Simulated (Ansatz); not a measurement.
InSe (P6₃/mmc, No. 194; cell taken from a computed entry)

These are LDA (PAW; Ansatz, an electronic-structure program) values and carry that method's errors.

Run with plane-wave cutoff 520 eV, 12×12×2 k mesh (along the axes of the cell as run), Fermi–Dirac smearing 0.01 eV, scalar-relativistic PAW data made under PBE.

Cell (relaxed with PBEsol):

```yaml
crystal:
  lattice:
    - [4.00573, 0.00000, 0.00000]
    - [-2.00287, 3.46907, 0.00000]
    - [0.00000, 0.00000, 16.99831]
  atoms:
    - { symbol: In, position: [0.33333, 0.66667, 0.33167] }
    - { symbol: In, position: [0.66667, 0.33333, 0.66833] }
    - { symbol: In, position: [0.66667, 0.33333, 0.83167] }
    - { symbol: In, position: [0.33333, 0.66667, 0.16833] }
    - { symbol: Se, position: [0.33333, 0.66667, 0.59308] }
    - { symbol: Se, position: [0.66667, 0.33333, 0.40692] }
    - { symbol: Se, position: [0.66667, 0.33333, 0.09308] }
    - { symbol: Se, position: [0.33333, 0.66667, 0.90692] }
```

| Quantity | Result |
|---|---|
| band gap | 0.30 eV |

Measured, for comparison: band gap 1.17 eV (temperature not stated, not corrected to a static lattice; as tabulated in Kim et al. (2020), doi:10.1038/s41597-020-00723-8).

Note: cell and atoms aren't relaxed at this level (largest force component 0.15 eV/Å, pressure -1.6 GPa).

Spin–orbit coupling is not included.

Static lattice: no zero-point or thermal effects.

It cost about 50 core-seconds (a rough figure) of CPU time.
